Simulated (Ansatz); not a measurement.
Ta (Im-3m), PBEsol, DFPT electron-phonon coupling, linearised Boltzmann equation (Ansatz, a first-principles code). Phonon-limited resistivity 12.6 μΩ·cm at 300 K, 17.0 μΩ·cm at 400 K, current-weighted mean free path 3.7 nm, Drude plasma energy 9.08 eV.

What is the classical skin depth at 100 GHz (nonmagnetic, μ₀ = 1.257×10⁻⁶ H/m)?

δ = √(ρ/(π f μ₀)) = 565 nm.

Estimate the resistivity of a 20 nm square wire with diffuse walls from ρ ≈ ρ₀(1 + 3ℓ/4d).

1 + 0.75 × 3.7/20 = 1.14, so ρ ≈ 14.3 μΩ·cm and a line 1 μm long has 359 Ω. The formula is the free-electron limit for d well above ℓ; grain boundaries add to it.

What Drude relaxation time do resistivity and plasma energy imply?

ω_p = 1.38e16 s⁻¹, so τ = 1/(ε₀ ω_p² ρ) = 4.71 fs, a damping ħ/τ of 140 meV.

A metal at this level (no band gap). Only scattering by harmonic phonons is included (no impurities, grain boundaries, electron-electron scattering or thermal expansion). Spin-orbit coupling is left out, which matters with elements this heavy. The run warned that the eigensolver left some states short of its tolerance. Halving the electron mesh (28x28x28) moves the resistivity by up to 2 % at 300 K, the mean free path by up to 2 %. Smearing 0.20 eV; phonons on a 6x6x6 q mesh, which this run doesn't test.
